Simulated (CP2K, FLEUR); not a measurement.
A CP2K input for a self-consistent single point of ScAl3 (Pm-3m, 4 atoms in the cell) (DFT PBE, GPW, DZVP-MOLOPT-PBE-GTH basis, GTH-PBE potentials (POTENTIAL_UZH)):

```
&GLOBAL
  PROJECT scf
  RUN_TYPE ENERGY_FORCE
  PRINT_LEVEL LOW
&END GLOBAL
&FORCE_EVAL
  METHOD Quickstep
  STRESS_TENSOR ANALYTICAL
  &DFT
    BASIS_SET_FILE_NAME BASIS_MOLOPT_UZH
    POTENTIAL_FILE_NAME POTENTIAL_UZH
    &QS
      METHOD GPW
      EPS_DEFAULT 1E-10
    &END QS
    &MGRID
      CUTOFF 600
      REL_CUTOFF 50
      NGRIDS 5
    &END MGRID
    &SCF
      SCF_GUESS ATOMIC
      EPS_SCF 1E-7
      MAX_SCF 100
      ADDED_MOS 5
      &DIAGONALIZATION
        ALGORITHM STANDARD
      &END DIAGONALIZATION
      &MIXING
        METHOD BROYDEN_MIXING
        ALPHA 0.2
        NBUFFER 12
        BETA 1
      &END MIXING
      &SMEAR ON
        METHOD FERMI_DIRAC
        ELECTRONIC_TEMPERATURE [K] 1160.45
      &END SMEAR
    &END SCF
    &KPOINTS
      SCHEME MONKHORST-PACK 7 7 7
    &END KPOINTS
    &XC
      &XC_FUNCTIONAL PBE
      &END XC_FUNCTIONAL
    &END XC
    &PRINT
      &MO
        EIGENVALUES T
        OCCUPATION_NUMBERS T
        NDIGITS 8
        FILENAME mo
        &EACH
          QS_SCF 0
        &END EACH
        ADD_LAST NUMERIC
      &END MO
      &MULLIKEN OFF
      &END MULLIKEN
    &END PRINT
  &END DFT
  &SUBSYS
    &CELL
      A 3.99787800 0.00000000 0.00000000
      B 0.00000000 3.99787800 0.00000000
      C 0.00000000 0.00000000 3.99787800
      PERIODIC XYZ
    &END CELL
    &COORD
      SCALED
      Sc       0.00000000     0.00000000     0.00000000
      Al       0.50000000     0.00000000     0.50000000
      Al       0.00000000     0.50000000     0.50000000
      Al       0.50000000     0.50000000     0.00000000
    &END COORD
    &KIND Sc
      BASIS_SET DZVP-MOLOPT-PBE-GTH-q11
      POTENTIAL GTH-PBE-q11
    &END KIND
    &KIND Al
      BASIS_SET DZVP-MOLOPT-PBE-GTH-q3
      POTENTIAL GTH-PBE-q3
    &END KIND
  &END SUBSYS
  &PRINT
    &FORCES ON
    &END FORCES
    &STRESS_TENSOR ON
    &END STRESS_TENSOR
  &END PRINT
&END FORCE_EVAL
```

Question: Give the FLEUR input for the same structure, mesh, smearing and functional.

Answer: One input that does it (others would too):

Input of the input generator:

```
ScAl3 crystal
&input film=f /
7.5548944997 0.0000000000 0.0000000000
0.0000000000 7.5548944997 0.0000000000
0.0000000000 0.0000000000 7.5548944997
1.0
1.0 1.0 1.0

4
21 0.0000000000 0.0000000000 0.0000000000
13 0.5000000000 0.0000000000 0.5000000000
13 0.0000000000 0.5000000000 0.5000000000
13 0.5000000000 0.5000000000 0.0000000000

&comp jspins=1 /
&kpt div1=7 div2=7 div3=7 /
&end /
```

```xml
<?xml version="1.0" encoding="UTF-8" standalone="no"?>
<fleurInput fleurInputVersion="0.39">
   <comment>
      ScAl3 crystal                                                                                       
   </comment>
   <calculationSetup>
      <cutoffs Kmax="4.1" Gmax="16.4" GmaxXC="16.4" numbands="0"/>
      <scfLoop itmax="80" minDistance="0.00001" maxIterBroyd="15" imix="Anderson" alpha="0.05" precondParam="0.0" spinf="2.0"/>
      <coreElectrons ctail="T" frcor="F" kcrel="0" coretail_lmax="0"/>
      <xcFunctional name="pbe" relativisticCorrections="F"/>
      <magnetism jspins="1"/>
      <soc l_soc="F" theta="0.0" phi="0.0" spav="F"/>
      <expertModes spex="0" secvar="F"/>
      <geometryOptimization l_f="T" forcealpha="1.0" forcemix="BFGS" epsdisp="0.00001" epsforce="0.00001"/>
      <ldaU l_linMix="F" mixParam="0.05" spinf="1.0"/>
   </calculationSetup>
   <cell>
      <bzIntegration valenceElectrons="20.0" mode="hist" fermiSmearingEnergy="0.00367493">
         <kPointListSelection listName="default-1"/>
         <!-- k-points included here -->
         <xi:include xmlns:xi="http://www.w3.org/2001/XInclude" href="kpts.xml"> </xi:include>
      </bzIntegration>
      <!-- symmetry operations included here -->
      <xi:include xmlns:xi="http://www.w3.org/2001/XInclude" href="sym.xml"> </xi:include>
      <bulkLattice scale="1.0">
         <bravaisMatrix>
            <row-1>    7.5548944996999996     0.0000000000000000     0.0000000000000000</row-1>
            <row-2>    0.0000000000000000     7.5548944996999996     0.0000000000000000</row-2>
            <row-3>    0.0000000000000000     0.0000000000000000     7.5548944996999996</row-3>
         </bravaisMatrix>
      </bulkLattice>
   </cell>
   <atomSpecies>
      <species name="Scandium (Sc)" element="Sc" atomicNumber="21">
         <mtSphere radius="2.63" gridPoints="925" logIncrement="0.013"/>
         <atomicCutoffs lmax="10" lnonsphr="8"/>
         <electronConfig flipSpins="F">
            <coreConfig>(1s1/2) (2s1/2) (2p1/2) (2p3/2)</coreConfig>
            <valenceConfig>(3s1/2) (3p1/2) (3p3/2) (4s1/2) (3d3/2) (3d5/2)</valenceConfig>
            <stateOccupation state="(3d3/2)" spinUp="0.2" spinDown="0.2"/>
            <stateOccupation state="(3d5/2)" spinUp="0.3" spinDown="0.3"/>
         </electronConfig>
         <energyParameters s="4" p="4" d="3" f="4"/>
         <lo type="SCLO" l="0" n="3" eDeriv="0"/>
         <lo type="SCLO" l="1" n="3" eDeriv="0"/>
      </species>
      <species name="Aluminum (Al)" element="Al" atomicNumber="13">
         <mtSphere radius="1.93" gridPoints="681" logIncrement="0.017"/>
         <atomicCutoffs lmax="8" lnonsphr="6"/>
         <electronConfig flipSpins="F">
            <coreConfig>(1s1/2) (2s1/2) (2p1/2) (2p3/2)</coreConfig>
            <valenceConfig>(3s1/2) (3p1/2) (3p3/2)</valenceConfig>
            <stateOccupation state="(3p1/2)" spinUp="0.1666666666667" spinDown="0.1666666666667"/>
            <stateOccupation state="(3p3/2)" spinUp="0.3333333333333" spinDown="0.3333333333333"/>
         </electronConfig>
         <energyParameters s="3" p="3" d="3" f="4"/>
      </species>
   </atomSpecies>
   <atomGroups>
      <atomGroup species="Scandium (Sc)">
         <relPos label="                   1">.0000000000 .0000000000 .0000000000</relPos>
         <force calculate="T" relaxXYZ="TTT"/>
      </atomGroup>
      <atomGroup species="Aluminum (Al)">
         <relPos label="                   2">1.000/2.000 .0000000000 1.000/2.000</relPos>
         <relPos label="                   3">.0000000000 1.000/2.000 1.000/2.000</relPos>
         <relPos label="                   4">1.000/2.000 1.000/2.000 .0000000000</relPos>
         <force calculate="T" relaxXYZ="TTT"/>
      </atomGroup>
   </atomGroups>
   <output dos="F" band="F" slice="F">
      <checks vchk="F" cdinf="F"/>
      <bandDOS minEnergy="-.5*Htr" maxEnergy="0.5*Htr" sigma="0.015" storeEVData="T"/>
      <vacuumDOS vacdos="F" integ="F" star="F" nstars="0" locx1="0.0" locy1="0.0" locx2="0.0" locy2="0.0" nstm="0" tworkf="0.0"/>
      <unfoldingBand unfoldBand="F" supercellX="1" supercellY="1" supercellZ="1"/>
      <plotting iplot="0" polar="F">
         <plot TwoD="T" vec1="  1.0  0.0  0.0" vec2="  0.0  1.0  0.0" vec3="  0.0  0.0  1.0" zero="  0.0  0.0  0.0" file="plot"/>
      </plotting>
      <chargeDensitySlicing numkpt="0" minEigenval="0.0" maxEigenval="0.0" nnne="0" pallst="F"/>
      <specialOutput eonly="F"/>
      <magneticCircularDichroism mcd="F" energyLo="-10.0" energyUp="0.0"/>
   </output>
  <!-- We include the file relax.xml here to enable relaxations (see documentation) -->
  <xi:include xmlns:xi="http://www.w3.org/2001/XInclude" href="relax.xml"> <xi:fallback/> </xi:include>
</fleurInput>
```

Basis, cutoffs, solver keys and any potentials are the target program's own. This input uses DFT, PBE, all-electron FLAPW (FLEUR), scalar-relativistic valence.

The starting cell comes from a database of computed structures (which also holds hypothetical and non-ambient phases and stackings), without a prior relaxation at this level. Its lattice was rescaled by a random factor within 2.5 % of one.
